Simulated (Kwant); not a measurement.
System: quantum point contact (saddle potential) in a Si two-dimensional gas. Effective mass 0.19 mₑ, grid spacing 3.3 nm, hard walls, nominal width 100 nm (31 grid rows, so walls 105.6 nm apart), one parabolic valley, scattering region 300 nm long along x; energies count from the band bottom; Fermi energy 0.00407 eV. Potential (V0 + ½k y²) cos²(πx/L) for |x| < L/2, with V0 swept from 0.0042735 to 0 eV, k = 9.9e-06 eV/nm², L = 70 nm.

Constants are typed, rounded textbook-type inputs, not results; the design itself was drawn at random and stands for no fabricated device.

Kwant, effective-mass tight-binding model on a square grid, one spin, coherent transport at 0 K. Conductance is in e²/h.

Sweep values stay those of the base run.

The effective mass was swept, all else fixed.

| effective mass (mₑ) | G (e²/h) at V0 = 1.115 meV | G (e²/h) at V0 = 2.168 meV | mean G (e²/h) over the sweep | G (e²/h) at V0 = 3.221 meV |
|---|---|---|---|---|
| 0.11 | 1.10 | 0.82 | 0.76 | 0.32 |
| 0.15 | 1.28 | 0.94 | 0.91 | 0.37 |
| 0.19 | 1.51 | 1.01 | 1.02 | 0.44 |
| 0.25 | 1.83 | 1.09 | 1.15 | 0.53 |

From the first row to the last the G at V0 = 1.115 meV goes from 1.10 to 1.83. From the first row to the last the G at V0 = 2.168 meV goes from 0.82 to 1.09.
